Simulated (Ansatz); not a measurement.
TiC: response to strain

Consider TiC in the rock salt structure (space group Fm-3m, No. 225; a = 4.328 Å; relaxed with 0.1 eV smearing). Axes: x, y, z lie along the cube axes.

Strains are applied to the cell and any free atomic positions relax; under biaxial strain the out-of-plane vector relaxes too.

The values are results of r2SCAN in Ansatz (plane waves to 500 eV, PAW, no SOC), not measurements.

Notes on the quantities. energy relative to the base: free energy F.

```csv
case,shortest interatomic distance,energy relative to the base
base,2.164 Å,0 meV/atom
"biaxial strain +0.42 %, plane normal [111], relaxed out of plane",2.168 Å,+0.6 meV/atom
"biaxial strain +0.83 %, plane normal [111], relaxed out of plane",2.173 Å,+2.5 meV/atom
"biaxial strain +1.25 %, plane normal [111], relaxed out of plane",2.177 Å,+5.6 meV/atom
"biaxial strain +1.67 %, plane normal [111], relaxed out of plane",…,…
"biaxial strain +2.08 %, plane normal [111], relaxed out of plane",2.186 Å,+15 meV/atom
"biaxial strain +2.50 %, plane normal [111], relaxed out of plane",2.191 Å,+22 meV/atom
```

Problem. Some entries are withheld; estimate them.

Solution. 
- biaxial strain +1.67 %, plane normal [111], relaxed out of plane, shortest interatomic distance: 2.182 Å
- biaxial strain +1.67 %, plane normal [111], relaxed out of plane, energy relative to the base: +9.8 meV/atom

No phonon test of stability was made. All final runs are without spin polarisation.

Ansatz is a first-principles code.
